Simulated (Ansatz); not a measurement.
**BaTiO3: pressure series**

Take BaTiO3 in the cubic perovskite structure (space group Pm-3m, No. 221; a = 4.019 Å) as the base.

Cell and atoms are relaxed at each pressure.

Level of theory: PBE, PAW, 420 eV (Ansatz, an electronic-structure program; no spin-orbit coupling).

```csv
P (GPa),V (Å³/atom)
-2.00,13.151
-1.00,13.067
0.90,12.915
2.10,12.824
4.50,12.652
9.00,12.360
15.00,12.019
22.50,11.653
30.00,11.337
```

### Question
Fit a third-order Birch–Murnaghan equation of state.

### Answer
Least squares on P(V) = (3B₀/2)[(V₀/V)^(7/3) − (V₀/V)^(5/3)]·[1 + (3/4)(B₀′ − 4)((V₀/V)^(2/3) − 1)] gives V₀ = 12.99 Å³/atom, B₀ = 163 GPa and B₀′ = 4.4.

Measured bulk modulus of BaTiO3: 162 GPa (temperature not stated; as listed in Yu-ichiro Matsushita, Kazuma Nakamura, Atsushi Oshiyama, Physical Review B (2011)); the computed value is for a static lattice, so the two differ by thermal effects too.

Between the base and pressure 15 GPa the gap moves from 1.78 eV to 1.95 eV, a mean slope of 11 meV/GPa.

Load acts through the strain it causes; cell and atoms are relaxed under it. No phonon test of stability was made. Competing high-pressure phases were not computed. All final runs are without spin polarisation. Many cubic perovskites are stable only at high temperature; tilts and polar distortions were not tested. This is not the structure that BaTiO3 has at room temperature and ambient pressure.
